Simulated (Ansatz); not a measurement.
Consider SnSe2 in the CdI2 type structure (space group P-3m1, No. 164; a = 3.8402 Å, c = 6.0066 Å; layered, stacked along the Cartesian z axis). Axes: x lies along a and z along c of the hexagonal cell.

Level of theory: Kohn–Sham DFT with the PBE-D3(BJ) functional, run in Ansatz (a first-principles code) with PAW and 420 eV plane waves, no spin-orbit coupling.

Modification: an isotropic linear strain of +2.50 %; the atoms relax in the strained cell.

**Question.** Predict the stress tensor and what it implies for the stiffness.

**Answer.** Stress of the strained cell less that of the base (GPa, compression positive):
```
  -3.14    0.00    0.00
   0.00   -3.14    0.00
   0.00    0.00   -1.17
```

Then B = −ΔP/(ΔV/V₀) with ΔV/V₀ = 0.0769 gives secant stiffness values (nonlinear terms included at this strain): B (at held cell shape, above the free-shape value) ≈ 32 GPa.

As a check, the harmonic strain energy −½ V₀ Δσ:ε is 15 meV/atom; the computed energy rise is 16 meV/atom.

Whether these cells are dynamically stable was not tested.
